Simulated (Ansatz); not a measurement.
The starting structures come from a database of crystals and need not be the phases stable at ambient conditions.

By PBEsol, the system below comes out a metal.

The ballistic (Sharvin) conductance counts the channels at the Fermi level: G/A = (e²/h) × channels of both spins per area.

Consider the following.

```yaml
crystal:
  lattice:
    - [4.28256, 0.00000, 0.00000]
    - [-2.14128, 5.36220, 0.00000]
    - [0.00000, 0.00000, 3.95460]
  atoms:
    - { symbol: Y, position: [0.13861, 0.27722, 0.25000] }
    - { symbol: Y, position: [0.86139, 0.72278, 0.75000] }
    - { symbol: Ge, position: [0.41562, 0.83124, 0.25000] }
    - { symbol: Ge, position: [0.58438, 0.16876, 0.75000] }
```

The cell is taken as given; by PBEsol it stands under a pressure of -2.5 GPa.

The current flows along the normal of the first two printed cell vectors. No spin-orbit coupling; the value is a mean over 0.1 eV about the Fermi level.

Compute, with PBEsol (Ansatz, an electronic-structure program), the ballistic conductance per area.

0.69 × 10¹⁵ S/m² for both spins.
